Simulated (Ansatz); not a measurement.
## Worked example: self-consistent single point of a (111) slab of YAl2 (cut from a parent of space group no. 227; 12 atoms in the cell) in Ansatz

Level of theory: PBEsol, default PAW files made with PBE (plane waves; Ansatz, a first-principles code).

This input was run:

Ansatz 0.2 input:
```yaml
# Al2Y
crystal:
  lattice:
    - [5.53334000, 0.00000000, 0.00000000]
    - [2.76667000, 4.79201300, 0.00000000]
    - [0.00000000, 0.00000000, 21.34171200]
  atoms:
    - { symbol: Al, position: [0.82223900, 0.32223900, 0.32799600] }
    - { symbol: Al, position: [0.48890600, 0.48890600, 0.43384600] }
    - { symbol: Al, position: [0.32223900, 0.32223900, 0.32799600] }
    - { symbol: Al, position: [0.32223900, 0.82223900, 0.32799600] }
    - { symbol: Al, position: [0.15557200, 0.65557200, 0.53969400] }
    - { symbol: Al, position: [0.82223900, 0.82223900, 0.64554400] }
    - { symbol: Al, position: [0.65557200, 0.65557200, 0.53969400] }
    - { symbol: Al, position: [0.65557200, 0.15557200, 0.53969400] }
    - { symbol: Y, position: [0.82223900, 0.82223900, 0.40738600] }
    - { symbol: Y, position: [0.15557200, 0.15557200, 0.46031000] }
    - { symbol: Y, position: [0.15557200, 0.15557200, 0.61907900] }
    - { symbol: Y, position: [0.48890600, 0.48890600, 0.67200400] }
basis:
  ecutwfc: 420.0 eV
kpoints:
  mp_grid: { grid: [6, 6, 1] }
hamiltonian:
  xc: pbesol
  pseudopotentials: { kind: paw }
scf:
  occupations: { method: fermi_dirac, width: 0.1 eV }
output:
  forces: true
  eigenvalues: true
  stress: true
```

The program printed (abridged):

```
WARN the atoms were moved onto the symmetric positions of the space group found under crystal.symmetry.tolerance 1.0e-5 (fractional …
WARN ansatz: RAYON_NUM_THREADS=1 ignored (pool sized by the plan → 1); use --threads N
Pseudopotentials: kind: paw
Pseudopotential: Al, paw, valence charge 3
Pseudopotential: Y, paw, valence charge 11
Crystal: 12 atoms, lattice volume = 565.893 Å³
Basis set: ecut = 420 eV, 11039 PW (Γ), exchange–correlation on 80×80×288 points (8 copies of the dense FFT grid, shifted against one another)
Bands: 46, of which v1, the nominal top of the filled ones, is band 34 counted from 1 (33 counted from 0)
Symmetry: 6 space group operations
Space group: P3m1 (ITA 156), of the structure as read, at distance tolerance 8.3e-5 Å
k-points: 7 of 36 (time reversal used)
PAW frozen core: Al, regenerated for the run's functional, and the local potential with it
PAW frozen core: Y, regenerated for the run's functional, and the local potential with it
Initial density: superposition of atomic densities (neutral atoms: chi_scale 0, normalization atom), corrected by the library's trained network
Initial wavefunctions: pseudopotential atomic-orbital guess
Eigensolver: davidson
Functional: x = pbesol(κ = 0.804, μ = 0.12345679012345678), c = pbesol(β = 0.046)
SCF iter   1: F=—  HF=-19378.654539 eV  |F-HF|=—  |Δ(HF+E_count)|=         —  Δρ=6.14e-3  dr2=7.77e0  ethr=1.77e-3  ⟨swp⟩=9.6  Hψ=1821  notcnv=0
all-band conjugate gradients solve this SCF's bands
preconditioner: auto → LDOS
SCF iter   2: F=—  HF=-19378.448319 eV  |F-HF|=—  |Δ(HF+E_count)|=   2.06e-1  Δρ=2.22e-3  dr2=2.48e-1  ethr=1.77e-3  ⟨swp⟩=3.1  Hψ=448  notcnv=0
SCF iter   3: F=—  HF=-19378.440632 eV  |F-HF|=—  |Δ(HF+E_count)|=   7.69e-3  Δρ=5.79e-4  dr2=1.89e-2  ethr=3.64e-4  ⟨swp⟩=1.3  Hψ=326  notcnv=0
SCF iter   4: F=—  HF=-19378.440936 eV  |F-HF|=—  |Δ(HF+E_count)|=   3.04e-4  Δρ=1.93e-4  dr2=7.81e-4  ethr=2.78e-5  ⟨swp⟩=2.0  Hψ=338  notcnv=0
SCF iter   5: F=—  HF=-19378.441039 eV  |F-HF|=—  |Δ(HF+E_count)|=   1.03e-4  Δρ=7.43e-5  dr2=1.15e-4  ethr=1.15e-6  ⟨swp⟩=2.4  Hψ=472  notcnv=0
SCF iter   6: F=—  HF=-19378.441034 eV  |F-HF|=—  |Δ(HF+E_count)|=   5.22e-6  Δρ=3.35e-5  dr2=1.84e-5  ethr=1.69e-7  ⟨swp⟩=2.4  Hψ=563  notcnv=0
SCF iter   7: F=—  HF=-19378.441237 eV  |F-HF|=—  |Δ(HF+E_count)|=   2.03e-4  Δρ=1.35e-5  dr2=3.05e-6  ethr=2.70e-8  ⟨swp⟩=2.0  Hψ=538  notcnv=0
SCF iter   8: F=—  HF=-19378.441236 eV  |F-HF|=—  |Δ(HF+E_count)|=   2.65e-7  Δρ=5.06e-6  dr2=3.42e-7  ethr=4.48e-9  ⟨swp⟩=2.0  Hψ=549  notcnv=0
SCF iter   9: F=-19378.441236 eV  HF=-19378.441236 eV  |F-HF|=1.44e-8  |Δ(HF+E_count)|=   1.65e-8  Δρ=1.44e-6  dr2=2.83e-8  ethr=1.47e-10  ⟨swp⟩=11.4  Hψ=1635  notcnv=0
SCF 1 converged in 9 iterations: F = -19378.441236 eV  dr2 = 2.83e-8
SCF converged after 9 iterations
Free energy (F): -19378.441236 eV
Harris-Foulkes:  -19378.441236 eV  (|F-HF|=1.44e-8)
Internal energy: -19378.110845 eV  (E = F + TS)
E sigma→0 (E₀):  -19378.276041 eV
Entropy (-TS):   -0.330391 eV (-27.533 meV/atom)
Fermi energy:    1.878538 eV
--- Per-component energies (eV) ---
  E_band       = -862.371385
  E_kinetic    = 1396.949216
  E_local      = -21863.157978  (includes V_loc(G=0)·N_el)
  E_nonlocal   = 290.048421
  E_hartree    = 10290.596645
  E_xc         = -997.062320
  E_vxc        = -1019.466900  (∫ρ·V_xc dr)
  E_paw        = -14732.156483  (= ΣΔE_a)
  E_vpaw       = -247.944425  (= ΣTr[D̂ρ^β])
  E_aug_tail   = -0.000010  (compensation charges beyond the density's cutoff)
  E_ewald      = 6235.923460
  E_core_change = 0.748203  (= ΣΔE_core)
  E_smearing   = -0.330391  (= −TS)
  E_closure    = -0.000000  (closes the sum)
  Σ components = -19378.441236   (vs F -19378.441236, Δ=0.00e0)
--- Forces (eV/Å), atoms counted from 1 ---
  atom   1  Al     0.18343676    -0.10590727     0.24726162
  atom   2  Al    -0.00000000    -0.00000000    -0.18710911
  atom   3  Al    -0.18343676    -0.10590727     0.24726162
  atom   4  Al     0.00000000     0.21181453     0.24726162
  atom   5  Al     0.02324610    -0.01342114     0.13670389
  atom   6  Al     0.00000000    -0.00000000     0.61328958
  atom   7  Al    -0.02324610    -0.01342114     0.13670389
  atom   8  Al     0.00000000     0.02684229     0.13670389
  atom   9  Y     -0.00000000    -0.00000000    -0.86494024
  atom  10  Y      0.00000000     0.00000000     0.22912484
  atom  11  Y     -0.00000000    -0.00000000    -0.41611906
  atom  12  Y     -0.00000000     0.00000000    -0.52618534
  max |Σ_I F_I| component: 4.28e-5 eV/Å
--- Stress (GPa, compression-positive) ---
       -1.645309       0.000000      -0.000000
        0.000000      -1.645309       0.000000
       -0.000000       0.000000      -0.481442
  P = ⅓ Tr σ = -1.2574 GPa (-12.574 kbar)
  The stress holds the Pulay correction. Without it, at fixed plane waves, as pw.x and ABINIT print it: P = -1.2718 GPa
--- Band table (eV; the first three rows and the last of 7) ---
  k-point 0: bands = ["-41.3088", "-40.5226", "-40.2875", "-40.2198", "-21.4047", "-21.3190", "-21.3190", "-20.6689", "-20.5569", "-20.5569", "-20.4841", "-20.4841", "-20.3594", "-20.2926", "-20.1890", "-20.1890", "-6.9443", "-5.9772", "-3.9903", [...]
  k-point 1: bands = ["-41.3085", "-40.5229", "-40.2836", "-40.2238", "-21.4075", "-21.3222", "-21.3172", "-20.6676", "-20.5603", "-20.5543", "-20.4931", "-20.4856", "-20.3575", "-20.2959", "-20.1870", "-20.1798", "-6.7701", "-5.8325", "-4.0098", [...]
  k-point 2: bands = ["-41.3079", "-40.5235", "-40.2733", "-40.2340", "-21.4126", "-21.3286", "-21.3145", "-20.6646", "-20.5667", "-20.5497", "-20.5089", "-20.4858", "-20.3712", "-20.2846", "-20.1864", "-20.1628", "-6.2924", "-5.4556", "-4.4225", [...]
  k-point 6: bands = ["-41.3075", "-40.5239", "-40.2562", "-40.2512", "-21.4152", "-21.3409", "-21.3059", "-20.6606", "-20.5785", "-20.5399", "-20.5378", "-20.4560", "-20.3987", "-20.2575", "-20.2119", "-20.1397", "-5.5671", "-5.2930", "-4.6442", [...]
```

The run converged in 9 iterations.

The starting cell comes from a database of computed structures (which also holds hypothetical and non-ambient phases and stackings), without a prior relaxation at this level. The slab is cut from that crystal, and its faces are unrelaxed. Its lattice was rescaled by up to half a per cent. The two faces of this cut differ, and no dipole correction was used.
